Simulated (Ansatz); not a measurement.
Consider TlSnCl₃ in the cubic perovskite structure (space group Pm-3m, No. 221; a = 5.578 Å; a hypothetical phase, not in the database extracts checked). Axes: x, y, z lie along the cube axes.

Level of theory: PBE/PAW in Ansatz (a quantum-chemistry and plane-wave program), no spin-orbit coupling.

Modification: an isotropic linear strain of −2.66 %; the atoms relax in the strained cell.

Q: Predict the stress tensor and what it implies for the stiffness.

A: Stress of the strained cell less that of the base (GPa, compression positive):
```
   2.24    0.00    0.00
   0.00    2.24    0.00
   0.00    0.00    2.24
```

Then B = −ΔP/(ΔV/V₀) with ΔV/V₀ = -0.0777 gives secant stiffness values (nonlinear terms included at this strain): B ≈ 29 GPa.

As a check, the harmonic strain energy −½ V₀ Δσ:ε is 19 meV/atom; the computed energy rise is 18 meV/atom.

Stability against distortions was not tested. Many cubic perovskites are stable only at high temperature; tilts and polar distortions were not tested.
